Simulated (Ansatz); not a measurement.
# Effect of Si → Cu on RuSi

The parent structure is RuSi (space group P2_13, No. 198; a = 4.7064 Å).

It is then changed as follows: every Si is replaced by Cu, then cell and atoms are relaxed.

All numbers come from DFT with r2SCAN, PAW potentials and a 500 eV plane-wave cutoff in Ansatz (a first-principles code), no SOC, earlier PAW set. k-mesh 10×10×10 (Γ-centred); smearing 0.05 eV (Fermi–Dirac).

The volume per atom drops by 0.11 Å³ to 12.92 Å³ and the lattice parameter a falls by 0.013 Å to 4.693 Å. The band gap becomes zero (base: 0.31 eV).

Final structure:

```yaml
crystal:
  lattice:
    - [4.69310, 0.00000, 0.00000]
    - [0.00000, 4.69310, 0.00000]
    - [0.00000, 0.00000, 4.69310]
  atoms:
    - { symbol: Ru, position: [0.14964, 0.14964, 0.14964] }
    - { symbol: Ru, position: [0.64964, 0.35036, 0.85036] }
    - { symbol: Ru, position: [0.85036, 0.64964, 0.35036] }
    - { symbol: Ru, position: [0.35036, 0.85036, 0.64964] }
    - { symbol: Cu, position: [0.84862, 0.84862, 0.84862] }
    - { symbol: Cu, position: [0.34862, 0.65138, 0.15138] }
    - { symbol: Cu, position: [0.15138, 0.34862, 0.65138] }
    - { symbol: Cu, position: [0.65138, 0.15138, 0.34862] }
```

Whether these cells are dynamically stable was not tested. As relaxed here, CuRu is a hypothetical phase, not in the database extracts checked. All final runs are without spin polarisation. CuRu has a high density of states at the Fermi level and may be magnetic at this level.
